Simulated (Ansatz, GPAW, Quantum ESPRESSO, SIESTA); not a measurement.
**Code comparison for Al₂Pt (Fm-3m, 3 atoms in the cell)**

Self-consistent single point.

```
Al2Pt
1.0
    0.00000     2.98486     2.98486
    2.98486     0.00000     2.98486
    2.98486     2.98486     0.00000
Al Pt
2 1
Cartesian
  1.49243   1.49243   1.49243
  4.47728   4.47728   4.47728
  0.00000   0.00000   0.00000
```

Shared settings, as Ansatz (an electronic-structure program) writes them: kpoints.mp_grid.grid = 8 8 8; scf.occupations.method = gaussian; scf.occupations.width = 0.136 eV. Potentials and cutoffs stand in the table.

```tsv
code	model	pressure (GPa)	cutoff
Ansatz	PBE, default PAW files	-1.52	420 eV
SIESTA	GGA PBE, numerical atomic orbitals DZP, PseudoDojo PBE standard norm-conserving potentials (rewritten from UPF to PSML)	-1.11	grid 350 Ry
GPAW	PBE, GPAW PAW datasets PBE (gpaw-data 1.0.1)	-1.06	600 eV
Quantum ESPRESSO	PBE, PSlibrary ultrasoft (PBE) pseudopotentials	-1.24	45 Ry
```

On Ansatz's run: spin-orbit coupling is off. Spin polarisation is off.

The spread over the programs that give each value: pressure within 0.46 GPa.

SIESTA uses small atom-centred bases, whose incompleteness enters pressures, forces and empty levels differently from a plane-wave cutoff. Ansatz's pressure is given at a fixed set of plane waves, as the other plane-wave codes print theirs; with its correction for the finite basis it is -1.47 GPa.

On the base mesh (7 7 7) the same programs gave: Ansatz pressure -1.52 GPa; Quantum ESPRESSO pressure -1.24 GPa; GPAW pressure -1.04 GPa; SIESTA pressure -1.10 GPa.

The starting cell comes from a database of computed structures (which also holds hypothetical and non-ambient phases and stackings), without a prior relaxation at this level. Its lattice was rescaled by a random factor within 2.5 % of one.

Left out of this page: CP2K (on another mesh); Elk and FLEUR (not drawn, or without a comparable value).

Keys are those of Ansatz 0.2.
